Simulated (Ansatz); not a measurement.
An Ansatz (a quantum-chemistry and plane-wave program) input (PBEsol (Ansatz, PAW, no spin-orbit coupling)):

Ansatz 0.2 input:
```yaml
crystal:
  lattice:
    - [4.5375739198, 0, 0]
    - [0, 5.4949787966, 0]
    - [0, 0, 4.8790948242]
  atoms:
    - { symbol: Ti, position: [0.5, 0.6751283615, 0.75] }
    - { symbol: Ti, position: [0.5, 0.3248716385, 0.25] }
    - { symbol: Ti, position: [0, 0.8248716385, 0.25] }
    - { symbol: Ti, position: [0, 0.1751283615, 0.75] }
    - { symbol: O, position: [0.7284481095, 0.6182089115, 0.0811926906] }
    - { symbol: O, position: [0.2715518905, 0.3817910885, 0.9188073094] }
    - { symbol: O, position: [0.7715518905, 0.8817910885, 0.5811926906] }
    - { symbol: O, position: [0.2284481095, 0.1182089115, 0.4188073094] }
    - { symbol: O, position: [0.2284481095, 0.8817910885, 0.9188073094] }
    - { symbol: O, position: [0.7715518905, 0.1182089115, 0.0811926906] }
    - { symbol: O, position: [0.2715518905, 0.6182089115, 0.4188073094] }
    - { symbol: O, position: [0.7284481095, 0.3817910885, 0.5811926906] }
basis: { ecutwfc: 420, ecutrho_ratio: 4, xc_grid: 2, fft_grid_basis: typed }
kpoints: { mp_grid: { grid: [6, 5, 6] } }
hamiltonian:
  xc: pbesol
  dispersion: none
  pseudopotentials: { kind: paw }
scf: { occupations: { method: fermi_dirac, width: 0.05 }, convergence: { dr2_threshold: 0.0000000012 } }
output: { forces: true, stress: true }
```

**Question.** Which symmetry and how many k-points will the program report, and about how many plane waves at Γ?

**Answer.** Space group Pbcn (ITA 60) with 8 operations, k-points 48 of 180, and 2393 plane waves at Γ.

Stability against distortions was not tested. The final runs are not spin-polarised. The cell is TiO2 (space group Pbcn, No. 60; a cell from a computed database, its experimental status unchecked). This is not the structure that TiO2 has at room temperature and ambient pressure.
